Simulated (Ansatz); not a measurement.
The starting structures come from a database of crystals and need not be the phases stable at ambient conditions.

# Evanescent states of LiBH4 (P6_3mc, not sure to be the ambient phase, 12 atoms a cell, 8.6 Å³ an atom) along the normal of (110)

The numbers are results of r2SCAN (plane waves, PAW; Ansatz, an electronic-structure program), not measurements.

The gap is the functional's own, uncorrected, and κ follows it; spin-orbit coupling is left out. Mid-gap values are interpolated between the computed energies.

Energies count from the valence-band top; κ is the least over a 4×4 mesh across the current.

```
E (eV)     κ (1/Å)  where
------  ----------  -----
0.17         0.160  off Γ
0.49         0.253  off Γ
0.82         0.304      Γ
1.16         0.342      Γ
1.49         0.370      Γ
1.81         0.392      Γ
2.15    (withheld)      Γ
2.48    (withheld)      Γ
2.81    (withheld)      Γ
3.13    (withheld)      Γ
3.46    (withheld)      Γ
3.79    (withheld)      Γ
4.12    (withheld)      Γ
4.46    (withheld)      Γ
4.79    (withheld)      Γ
5.12    (withheld)      Γ
5.45    (withheld)      Γ
5.78         0.392  off Γ
6.11         0.365  off Γ
6.43         0.325  off Γ
6.76         0.266  off Γ
7.09         0.168  off Γ
```

Question: Some entries are withheld; supply them.

Answer: 
- 2.15, κ (1/Å): 0.410
- 2.48, κ (1/Å): 0.422
- 2.81, κ (1/Å): 0.432
- 3.13, κ (1/Å): 0.438
- 3.46, κ (1/Å): 0.442
- 3.79, κ (1/Å): 0.443
- 4.12, κ (1/Å): 0.441
- 4.46, κ (1/Å): 0.437
- 4.79, κ (1/Å): 0.431
- 5.12, κ (1/Å): 0.423
- 5.45, κ (1/Å): 0.412
